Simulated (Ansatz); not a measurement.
Take Pt in the fcc (Cu type) structure (space group Fm-3m, No. 225; relaxed with 0.1 eV smearing) as the base.

Pt has the cubic space group Fm-3m (No. 225), the fcc (Cu type) structure, Pearson symbol cF4. Cell: a = 3.972 Å, b = 3.972 Å, c = 3.972 Å, α = 90.00°, β = 90.00°, γ = 90.00°. Pt on 4a is coordinated by 12 Pt at 2.809 Å (cuboctahedral). (Neighbours: up to the widest gap in distance over summed covalent radii, below 1.35, at either atom.)
(The calculation used a cell of 1 atom; values per cell refer to that cell.)

The values are results of Ansatz (a quantum-chemistry and plane-wave program), PBE, PAW, cutoff 420 eV, spin-orbit coupling left out, earlier PAW set, not measurements.

Before the change:

- Pressure: 0.0 GPa

One thing is altered: every lattice vector is stretched by 4.60 %, atoms relaxed at fixed cell.

Question: Estimate the effect on the energy relative to the base and pressure.

Answer: The energy increases by 187 meV/atom; the pressure goes from zero to -22.8 GPa.

The cells carry an imposed strain or load. No phonon test of stability was made. All final runs are without spin polarisation. Pt lies near a magnetic instability that expansion can trigger; it was not tested.
